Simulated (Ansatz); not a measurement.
## Amorphous Si₃₂O₃₂

It comes from a melt-quench run on a machine-learned potential (CHGNet), relaxed afterwards by DFT. O atoms were pushed apart under 1.9 Å during the dynamics, to hinder bonds among them. The hot cell started wider than the set density and was brought back towards it in steps. It is the lowest in DFT energy of 2 quenches. It is a model cell: composition and starting density were chosen by hand, and all elements were melted together. No dispersion term was used.

Methods: PBE, scalar-relativistic without spin-orbit coupling (Ansatz, a first-principles code); r2SCAN, scalar-relativistic without spin-orbit coupling (Ansatz); HSE06, scalar-relativistic without spin-orbit coupling (Ansatz). Geometry, pressure, stress and energy are those of the PBE run. Its sampling: a 2×2×2 Γ-centred mesh; Fermi-Dirac width 0.02 eV; no spin polarisation. Other functionals are single points at the zone centre (r2SCAN at 500 eV; exact exchange cut at the cell's faces), free to take moments where seeds were set. The usual formal charges leave 64 electrons over, so the level spacing at the Fermi energy parts defect or band states and needn't be the band gap.

```json
{
  "number_of_atoms_in_the_cell": "64",
  "Density (held, not predicted)": "2.17 g/cm^3",
  "volume_per_atom": "16.89 Å^3",
  "Pressure on a 2×2×2 Γ-centred mesh": "-0.27 GPa",
  "Largest force and stress component on that mesh (the relaxation ran on the zone centre alone)": "0.28 eV/Å and 0.3 GPa",
  "Energy relative to alpha cristobalite + silicon (lowest mix at this level among the phases computed, not always the ambient ones)": "0.377 eV/atom",
  "Level spacing at the Fermi energy on a 2×2×2 Γ-centred mesh (PBE)": "0.41 eV",
  "Level spacing at the Fermi energy at the zone centre (PBE)": "0.68 eV",
  "Level spacing at the Fermi energy at the zone centre (r2SCAN)": "0.77 eV",
  "Level spacing at the Fermi energy at the zone centre (HSE06)": "1.09 eV"
}
```

Neighbours within Si-Si 2.60 Å, Si-O 2.00 Å, O-O 1.58 Å count as bonded. Two cations that share two anions don't count as bonded, nor two that share one unless they lie closer than Si-Si 2.38 Å.

```
Property                                                                                                                            Result
---------------------------------  -------------------------------------------------------------------------------------------------------
Mean coordination of Si by anions  2.03 (7 with 0, 3 with 1, 8 with 2, 10 with 3, 4 with 4); 50 close contacts or bonds to cations besides
Mean coordination of O                                                                                          2.03 (31 with 2, 1 with 3)
Mean Si-O bond                                                                                        1.661 Å (spread 0.041 Å, 65 counted)
Mean Si-Si bond                                                                                       2.392 Å (spread 0.067 Å, 25 counted)
```

Its density started from a set value of 2.17 g/cm³. Cooling (nominally 290 K/ps over its main leg) ran many orders faster than in experiment, which tends to leave more defects and strain. One small periodic cell is one sample of the glass; other quenches scatter about these values. The volume was held where the preparation left it and the shape relaxed, at a PBE pressure of -0.3 GPa (tension). On a 2×2×2 Γ-centred mesh force components of up to 0.28 eV/Å stay, since the relaxation ran on the zone centre alone.
